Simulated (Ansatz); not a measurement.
CsCl-type PdIn was calculated with HSE06 (Ansatz, an electronic-structure program, plane waves, PAW).

Run with plane-wave cutoff 500 eV, 8×8×8 k mesh, Fermi–Dirac smearing 0.1 eV, scalar-relativistic PAW data made under PBE.

Computed at the level's own relaxed cell.

Problem. Predict the equilibrium volume per atom and equilibrium lattice constant a.

Solution. 
equilibrium volume per atom: 17.48 Å³/atom
equilibrium lattice constant a: 3.270 Å

Note: exact exchange on metals is sensitive to the k mesh and can open a false gap; the run warned that the count of filled bands differs between k points.

Spin–orbit coupling is not included.

The computed numbers hold no vibrational or temperature effects.

The result took very roughly 10 core-minutes.
